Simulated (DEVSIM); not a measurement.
Structure: Schottky contact on n-type β-Ga2O3, at 250 K.

Layer 1 from the left is β-Ga2O3, thickness (μm) 0.590, Nd (cm⁻³) 8.8e16, τn (s) 1.8e-8, τp (s) 1.8e-8.

Left contact: Schottky, work function 5.52 eV, emission velocity 5.4e6 cm/s. Right contact: ohmic. Voltage is applied to the left contact. Recombination: SRH at mid-gap. Mobility is constant in doping.

Constants are typed, rounded textbook-type inputs, not results; the design itself was drawn at random and stands for no fabricated device. Values at 300 K; Nc and Nv go as T^1.5, mobilities as T to minus their exponent, the gap by Varshni's rule with the affinity fixed.

β-Ga2O3: gap (eV) 4.8, affinity (eV) 4, permittivity 10, Nc (cm⁻³) 3.7e18, Nv (cm⁻³) 5e20, μn (cm²/Vs) 160, μp (cm²/Vs) 1, T exponent of μn 1.8, T exponent of μp 1.5, Varshni α (eV/K) 0.0004, Varshni β (K) 600.

### Question
Estimate by hand the built-in potential, the peak field at zero bias, the capacitance at -0.6 V, and compare with a numerical solution.

### Answer

- Built-in potential: barrier φB = 1.520 eV; Vbi = φB − kT/q ln(N_band/N) = 1.445 V; numerical 1.445 V.
- Peak field at zero bias: depletion approximation: W = √(2εVbi/(qN)) = 0.135 μm with N = 8.80e16 cm⁻³; field = 2Vbi/W = 215000 V/cm; numerical 212000 V/cm (estimate above by 1.1 %).
- Capacitance at -0.6 V: C = √(qεN / 2(Vbi + |V|)) = 55.2 nF/cm²; numerical 55.5 nF/cm² (estimate below by 0.52 %).

Simulated with DEVSIM: 1D drift-diffusion, Boltzmann statistics, complete ionisation; no tunnelling, impact ionisation, image-force lowering or self-heating. Metal contacts follow the ideal Schottky-Mott rule: no Fermi-level pinning, no interface dipoles.
